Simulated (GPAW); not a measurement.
## GPAW run on CuSn₃ (P6_3/mmc, 8 atoms in the cell): self-consistent single point

Level of theory: PBEsol, GPAW PAW datasets PBEsol (made by gpaw-setup) (plane waves; GPAW).

Input as run:

```python
from ase import Atoms
from ase.units import GPa
from gpaw import GPAW

atoms = Atoms(['Cu', 'Cu', 'Sn', 'Sn', 'Sn', 'Sn', 'Sn', 'Sn'],
              cell=[[6.622880, 0.000000, 0.000000],
                    [-3.311440, 5.735582, 0.000000],
                    [0.000000, 0.000000, 5.004810]],
              scaled_positions=[[0.666667, 0.333333, 0.250000],
                                [0.333333, 0.666667, 0.750000],
                                [0.344690, 0.172345, 0.750000],
                                [0.655310, 0.827655, 0.250000],
                                [0.172345, 0.344690, 0.250000],
                                [0.827655, 0.655310, 0.750000],
                                [0.827655, 0.172345, 0.750000],
                                [0.172345, 0.827655, 0.250000]],
              pbc=True)

calc = GPAW(mode={'name': 'pw', 'ecut': 850},
            xc='PBEsol',
            kpts={'size': (3, 3, 4), 'gamma': True},
            occupations={'name': 'methfessel-paxton', 'width': 0.1, 'order': 0},
            nbands=-14,
            convergence={'density': 1e-05, 'energy': 1e-05},
            symmetry={'symmorphic': False, 'tolerance': 0.0005},
            maxiter=100)

atoms.calc = calc

energy = atoms.get_potential_energy()
print('Energy (eV):', round(energy, 6))
forces = atoms.get_forces()
print('Forces (eV/Ang):')
print(forces.round(5))
stress = atoms.get_stress()
print('Stress (GPa, Voigt):', (stress / GPa).round(4))
```

Output, abridged:

```
Input parameters:
  convergence: {density: 1e-05,
                energy: 1e-05}
  kpts: {gamma: True,
         size: (3, 3, 4)}
  maxiter: 100
  mode: {ecut: 850,
         name: pw}
  nbands: -14
  occupations: {name: methfessel-paxton,
                order: 0,
                width: 0.1}
  symmetry: {symmorphic: False,
             tolerance: 0.0005}
  xc: PBEsol

species:
  Cu:
    name: Copper
    Z: 29.0
    valence: 11
    core: 18
    charge: 0.0
    file: Cu.PBEsol.gz

    # Using partial waves for Cu as LCAO basis

  Sn:
    name: Tin
    Z: 50.0
    valence: 14
    core: 36
    charge: 0.0
    file: Sn.PBEsol.gz

    # Using partial waves for Sn as LCAO basis

Reference energy: -1097584.381053  # eV

Spin-paired calculation

Convergence criteria:
 Maximum [total energy] change in last 3 cyles: 1e-05 eV / valence electron
 Maximum integral of absolute [dens]ity change: 1e-05 electrons / valence electron
 Maximum integral of absolute [eigenst]ate change: 4e-08 eV^2 / valence electron
 Maximum number of scf [iter]ations: 100

Symmetries present (total): 24
Symmetries with fractional translations: 12
36 k-points: 3 x 3 x 4 Monkhorst-Pack grid + [0.000000,0.000000,1/8]
9 k-points in the irreducible part of the Brillouin zone
       k-points in crystal coordinates                weights
   0:     0.00000000    0.00000000    0.00000000          1/36
   1:     0.00000000    0.00000000    0.25000000          2/36
   2:     0.00000000    0.00000000    0.50000000          1/36
   3:     0.33333333    0.00000000    0.00000000          6/36
   4:     0.33333333    0.00000000    0.25000000         12/36
   5:     0.33333333    0.00000000    0.50000000          6/36
   6:     0.33333333    0.33333333    0.00000000          2/36
   7:     0.33333333    0.33333333    0.25000000          4/36
   8:     0.33333333    0.33333333    0.50000000          2/36

Wave functions: Plane wave expansion
  Cutoff energy: 850.000 eV
  Number of coefficients (min, max): 10679, 10752
  Pulay-stress correction: 0.000000 eV/Ang^3 (de/decut=0.000000)

Occupation numbers: Methfessel-Paxton:
  width: 0.1000  # eV
  order: 0

Eigensolver

Densities:
  Coarse grid: 45*45*36 grid
  Fine grid: 90*90*72 grid
  Total Charge: 0.000000

Density mixing:
  Method: separate
  Backend: pulay
  Linear mixing parameter: 0.05
  old densities: 5
  Damping of long wavelength oscillations: 50

Hamiltonian:
  XC and Coulomb potentials evaluated on a 90*90*72 grid
  External potential:
    NoExternalPotential

XC parameters: PBEsol with 2 nearest neighbor stencil

Number of atoms: 8
Number of atomic orbitals: 72
Number of bands in calculation: 67
Number of valence electrons: 106
Bands to converge: occupied

Density initialized from atomic densities
  67 bands from LCAO basis set

Atomic positions and initial magnetic moments

Positions:
   0 Cu     3.311443    1.911859    1.251202    ( 0.0000,  0.0000,  0.0000)
   1 Cu    -0.000003    3.823723    3.753608    ( 0.0000,  0.0000,  0.0000)
   2 Sn     1.712130    0.988499    3.753608    ( 0.0000,  0.0000,  0.0000)
   3 Sn     1.599310    4.747083    1.251202    ( 0.0000,  0.0000,  0.0000)
   4 Sn    -0.000000    1.976998    1.251202    ( 0.0000,  0.0000,  0.0000)
   5 Sn     3.311440    3.758584    3.753608    ( 0.0000,  0.0000,  0.0000)
   6 Sn     4.910750    0.988499    3.753608    ( 0.0000,  0.0000,  0.0000)
   7 Sn    -1.599310    4.747083    1.251202    ( 0.0000,  0.0000,  0.0000)

Unit cell:
           periodic     x           y           z      points  spacing
  1. axis:    yes    6.622880    0.000000    0.000000    45     0.1275
  2. axis:    yes   -3.311440    5.735582    0.000000    45     0.1275
  3. axis:    yes    0.000000    0.000000    5.004810    36     0.1390

  Lengths:   6.622880   6.622880   5.004810
  Angles:   90.000000  90.000000 120.000001

Effective grid spacing dv^(1/3) = 0.1376

     iter     time        total  log10-change:
                         energy   eigst   dens
iter:   1 --:--:--   -35.393317
iter:   2 --:--:--   -33.888904   -1.33  -1.55
iter:   3 --:--:--   -33.470950   -1.84  -1.69
iter:   4 --:--:--   -33.701587   -1.44  -1.78
iter:   5 --:--:--   -33.669071   -2.54  -2.03
iter:   6 --:--:--   -33.608285   -1.30  -2.17
iter:   7 --:--:--   -33.380153   -2.66  -2.19
iter:   8 --:--:--   -33.326554   -2.49  -2.68
iter:   9 --:--:--   -33.326550   -4.76  -3.05
iter:  10 --:--:--   -33.327577c  -4.40  -3.18
iter:  11 --:--:--   -33.325494   -4.99  -3.33
iter:  12 --:--:--   -33.324009   -4.60  -3.39
iter:  13 --:--:--   -33.323646   -4.78  -3.48
iter:  14 --:--:--   -33.323644c  -5.33  -3.79
iter:  15 --:--:--   -33.323624c  -6.64  -3.82
iter:  16 --:--:--   -33.323598c  -6.72  -3.79
iter:  17 --:--:--   -33.323695c  -5.43  -3.67
iter:  18 --:--:--   -33.323703c  -6.32  -3.94
iter:  19 --:--:--   -33.323649c  -6.14  -3.80
iter:  20 --:--:--   -33.323695c  -5.90  -3.88
iter:  21 --:--:--   -33.323675c  -5.51  -3.89
iter:  22 --:--:--   -33.323674c  -7.27  -3.90
iter:  23 --:--:--   -33.323672c  -7.16  -3.91
iter:  24 --:--:--   -33.323656c  -6.48  -3.93
iter:  25 --:--:--   -33.323652c  -7.57c -4.62
iter:  26 --:--:--   -33.323643c  -7.77c -4.74
iter:  27 --:--:--   -33.323648c  -7.89c -5.04c

Converged after 27 iterations.

Dipole moment: (0.000000, 0.000000, -0.000000) |e|*Ang

Energy contributions relative to reference atoms: (reference = -1097584.381053)

Kinetic:         +1.360266
Potential:       -5.362362
External:        +0.000000
XC:             -29.360307
Entropy (-ST):   -0.015706
Local:           +0.046608
SIC:             +0.000000
--------------------------
Free energy:    -33.331502
Extrapolated:   -33.323648

Showing only first 2 kpts
 Kpt  Band  Eigenvalues  Occupancy
  0    51      6.96716    1.99402
  0    52      6.96718    1.99401
  0    53      7.10802    1.55072
  0    54      7.10804    1.55055

  1    51      5.79287    2.00000
  1    52      5.88032    2.00000
  1    53      6.11784    2.00000
  1    54      7.20955    0.49696

Fermi level: 7.16152

No gap
No difference between direct/indirect transitions
Energy (eV): -33.323648

Forces in eV/Ang:
  0 Cu    0.00000    0.00000    0.00000
  1 Cu    0.00000   -0.00000    0.00000
  2 Sn    0.22790    0.13158    0.00000
  3 Sn   -0.22790   -0.13158    0.00000
  4 Sn    0.00000    0.26316    0.00000
  5 Sn    0.00000   -0.26316    0.00000
  6 Sn   -0.22790    0.13158    0.00000
  7 Sn    0.22790   -0.13158   -0.00000

Stress tensor:
     0.029486     0.000000     0.000000
     0.000000     0.029486     0.000000
     0.000000     0.000000    -0.015456
Stress (GPa, Voigt): [ 4.7242  4.7242 -2.4763  0.      0.      0.    ]
```

The run converged in 27 iterations. GPAW prints stress with tension positive.

The starting cell comes from a database of computed structures (which also holds hypothetical and non-ambient phases and stackings), without a prior relaxation at this level. Spin polarisation is off.

Cost on one core of a shared machine: roughly 5 min.
